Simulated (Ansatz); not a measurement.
Results of PBEsol (Ansatz, a program for electronic structure, PAW) for L1₀ (CuAu-type) FePt.

Run with plane-wave cutoff 520 eV, 20×20×16 k mesh (along the axes of the cell as run), Fermi–Dirac smearing 0.05 eV, spin-polarised with parallel moments, scalar-relativistic PAW data made under PBE.

Properties against volume (c/a stays at 1.381):

Shape and atoms are relaxed at each volume.

| V (Å³/atom) | P (GPa) | moment (μB per cell of 2 atoms) |
|---|---|---|
| 12.883 | 10.51 | 3.15 |
| 13.152 | 4.94 | 3.18 |
| 13.420 | 0.00 | 3.22 |
| 13.689 | -4.37 | 3.25 |
| 13.957 | -8.23 | 3.29 |

Note: the bulk modulus comes from volumes at which shape and atoms were relaxed.
